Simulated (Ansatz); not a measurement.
Start from Pd in the fcc (Cu type) structure (space group Fm-3m, No. 225; relaxed with 0.1 eV smearing).

```
Pd
1.0
    0.00000     1.97275     1.97275
    1.97275     0.00000     1.97275
    1.97275     1.97275     0.00000
Pd
1
Direct
  0.00000   0.00000   0.00000
```

Cartesian axes are those of the cell as printed.

Computed with Kohn–Sham DFT with the PBE functional, run in Ansatz (an electronic-structure program) with PAW and 420 eV plane waves, no spin-orbit coupling.

Perturbation: every lattice vector is shortened by 2.00 %; the atoms relax in the strained cell.

Predict the stress tensor and what it implies for the stiffness.

Stress of the strained cell less that of the base (GPa, compression positive):
```
   11.9     0.0     0.0
    0.0    11.9     0.0
    0.0     0.0    11.9
```

Then B = −ΔP/(ΔV/V₀) with ΔV/V₀ = -0.0588 gives secant stiffness values (nonlinear terms included at this strain): B ≈ 203 GPa.

As a check, the harmonic strain energy −½ V₀ Δσ:ε is 34 meV/atom; the computed energy rise is 31 meV/atom.

Whether these cells are dynamically stable was not tested. The final runs are not spin-polarised.
